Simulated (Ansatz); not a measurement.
System: NbC2 (model structure, started from the YC2 type, I4/mmm, No. 139, 3 atoms in the cell). Method: PBE in Ansatz (plane waves, PAW).

Run with plane-wave cutoff 520 eV, 22×22×22 k mesh, Fermi–Dirac smearing 0.05 eV, no spin polarisation, scalar-relativistic PAW data made under PBE.

Cell (relaxed at this level):

```cif
data_C2Nb
_chemical_formula_sum 'Nb1 C2'
_space_group_name_H-M_alt 'P 1'
_space_group_IT_number 1
_cell_length_a 3.71250
_cell_length_b 3.71250
_cell_length_c 3.71250
_cell_angle_alpha 128.926
_cell_angle_beta 128.926
_cell_angle_gamma 75.129
loop_
_space_group_symop_operation_xyz
  'x, y, z'
loop_
_atom_site_label
_atom_site_type_symbol
_atom_site_fract_x
_atom_site_fract_y
_atom_site_fract_z
_atom_site_occupancy
Nb1 Nb 0.00000 0.00000 0.00000 1
C1 C 0.61579 0.61579 0.00000 1
C2 C 0.38421 0.38421 0.00000 1
```

### Question
Estimate the bulk modulus that the calculation returns.

### Answer

* **bulk modulus**: 222 GPa

Note: the bulk modulus is −V dP/dV from two relaxed cells at ±2 % in volume; the relaxation could raise the start's symmetry but not lower it, so the cell can be a saddle point.

Static lattice: no zero-point or thermal effects.

It cost about 8 core-minutes (a rough figure) of CPU time.

A model structure was made by putting elements into a prototype or built by hand; it is no filed structure, need not be a known phase, and can be a saddle point held by its symmetry.

Ansatz is a first-principles code.
